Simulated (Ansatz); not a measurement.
Density of states of KCl (Pm-3m) above the conduction band minimum, Ansatz (a first-principles code) with PBEsol, rigid bands; cell volume 52.2 Å³.

```
energy from edge (eV)  10⁻³ states/eV/cell
---------------------  -------------------
0.006                                 6.82
0.031                                 15.3
0.056                                 21.1
0.081                                 25.2
0.106                                 30.0
0.131                                 33.4
0.156                                 36.5
0.181                                 39.6
0.206                                 43.3
0.231                                 47.6
0.256                                 49.9
0.281                                 52.3
0.319                                 57.2
0.344                                 61.0
0.369                                 63.2
0.394                                 66.7
0.419                                 68.9
0.444                                 73.7
0.469                                 75.7
0.494                                 79.3
0.519                                 80.0
0.544                                 84.8
0.569                                 87.9
0.594                                 91.0
```

Question: What effective density of states at 300 K does this give (∫ g(E) exp(−E/k_BT) dE, both spins, divided by the cell's size)?

Answer: 6.2e18 cm⁻³, a density-of-states mass of 0.40 mₑ, valleys and band degeneracy included.

Spin-orbit coupling is left out. Geometry: cell and atoms relaxed with PBEsol.

Computed structure, not matched to a measured one here, so possibly hypothetical: KCl (Pm-3m).
